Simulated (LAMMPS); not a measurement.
MD of Al (fcc) at zero pressure, 4000 atoms, as a crystal; each row is its own run.

Method: classical MD, pair style eam/fs, file Al_mm.eam.fs, run in LAMMPS.

| T (K) | enthalpy (eV/atom) |
|---|---|
| 200 | -3.3594 |
| 300 | -3.3330 |
| 420 | -3.3001 |
| 700 | -3.2180 |
| 840 | -3.1727 |
| 980 | -3.1234 |

Q: Fit a straight line, y = a + b x, to these rows (x is the first column, y the second) and predict the run at x = 560.

A: Least squares gives a = -3.4235 and b = 0.0003007. At x = 560 the fit predicts -3.2551 eV/atom. The run itself gave -3.2601 ± 0.0001 eV/atom, so the fit is 5 meV/atom high.

Caution (row 980): this crystal lies over the melting point of about 930 K that EAM-type Al_mm.eam.fs gives, so it is superheated.
